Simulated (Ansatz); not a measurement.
## Converging shifted k-point meshes: CsH (P4mm, 2 atoms in the cell)

```
CsH
1.0
    3.79932     0.00000     0.00000
    0.00000     3.79932     0.00000
    0.00000     0.00000     3.79932
Cs H
1 1
Direct
  0.00000   0.00000   0.01316
  0.50000   0.50000   0.50000
```

Computed with LDA (PW92), default PAW files made with PBE (plane waves; Ansatz, a program for electronic structure).

Base settings: basis.ecutwfc = 420 eV; kpoints.mp_grid.grid = 7 7 7; hamiltonian.xc = lda; hamiltonian.pseudopotentials = {kind: paw} (the program's default PAW files); scf.occupations.method = fixed.

In this ladder: kpoints.mp_grid.shift = 0.5 0.5 0.5.

Shifted meshes do not hold Γ, so a gap read on them misses any band edge there.

Only quantities that move along the ladder and can be compared are tabulated.

The count of work is k-points × plane waves × bands × iterations; it is no time. 

The starting cell comes from a database of computed structures (which also holds hypothetical and non-ambient phases and stackings), without a prior relaxation at this level. Its lattice was rescaled by up to half a per cent. One atom was moved a little off its site on purpose. Ansatz's pressure includes its estimate of the finite-basis (Pulay) stress.

Steps (kpoints.mp_grid.grid): 2 2 2; 3 3 3; 4 4 4; 5 5 5; 6 6 6; 7 7 7; 8 8 8; 9 9 9; 10 10 10; 11 11 11; 12 12 12; 14 14 14; 15 15 15; 17 17 17; 19 19 19.

What is the coarsest kpoints.mp_grid.grid that holds the pressure within 0.1 GPa of the last step, with all finer ones?

3 3 3, at 0.011 of the last step's count of work; the step before is off by 0.34 GPa.

What is the coarsest kpoints.mp_grid.grid that holds the forces within 0.005 eV/Å of the last step, with all finer ones?

3 3 3, at 0.011 of the last step's count of work; the step before is off by 0.013 eV/Å.

| kpoints.mp_grid.grid | free energy less the last step's (meV/atom) | pressure (GPa) | largest difference of a force vector from the last step's (eV/Å) | gap on the mesh (eV) | count of work / last |
|---|---|---|---|---|---|
| 2 2 2 | -18.38 | -2.14 | 0.013 | 5.169 | 0.0018 |
| 3 3 3 | 2.18 | -1.85 | 0.003 | 2.458 | 0.011 |
| 4 4 4 | -0.27 | -1.79 | 0.000 | 3.611 | 0.011 |
| 5 5 5 | 0.26 | -1.79 | 0.000 | 2.483 | 0.033 |
| 6 6 6 | -0.04 | -1.79 | 0.000 | 3.093 | 0.033 |
| 7 7 7 | 0.02 | -1.79 | 0.000 | 2.485 | 0.073 |
| 8 8 8 | 0.00 | -1.79 | 0.000 | 2.861 | 0.073 |
| 9 9 9 | 0.00 | -1.79 | 0.000 | 2.485 | 0.14 |
| 10 10 10 | 0.00 | -1.79 | 0.000 | 2.706 | 0.14 |
| 11 11 11 | 0.00 | -1.79 | 0.000 | 2.445 | 0.23 |
| 12 12 12 | 0.00 | -1.79 | 0.000 | 2.602 | 0.23 |
| 14 14 14 | 0.00 | -1.79 | 0.000 | 2.536 | 0.36 |
| 15 15 15 | 0.00 | -1.79 | 0.000 | 2.396 | 0.52 |
| 17 17 17 | 0.00 | -1.79 | 0.000 | 2.383 | 0.74 |
| 19 19 19 | 0.00 | -1.79 | 0.000 | 2.374 | 1.0 |

The gap on the mesh jumps up and down from mesh to mesh; it is no smooth measure of convergence.

Keys are those of Ansatz 0.2.
